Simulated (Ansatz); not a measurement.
# InAs, response to strain

Take InAs in the zinc blende structure (space group F-43m, No. 216; a = 6.108 Å) as the base. Axes: x, y, z lie along the cube axes.

Strains are applied to the cell and any free atomic positions relax; under biaxial strain the out-of-plane vector relaxes too.

All numbers come from Ansatz (a first-principles code) r2SCAN, no spin-orbit coupling, earlier PAW set.

Candidates:
(a) tensor shear ε_xz = +2.76 %
(b) biaxial strain −0.20 %, plane normal [110], relaxed out of plane
(c) isotropic strain +1.74 %
(d) isotropic strain +2.79 %

Notes on the quantities. energy relative to the base: free energy F.

### Question
Order them by energy relative to the base, highest first.

### Answer
(d) isotropic strain +2.79 % (+32 meV/atom), (c) isotropic strain +1.74 % (+13 meV/atom), (a) tensor shear ε_xz = +2.76 % (+10 meV/atom), (b) biaxial strain −0.20 %, plane normal [110], relaxed out of plane (+0.1 meV/atom)

A case with no gap was solved on a k-mesh chosen for an insulator, which is coarse for it. No phonon test of stability was made. The final runs are not spin-polarised.
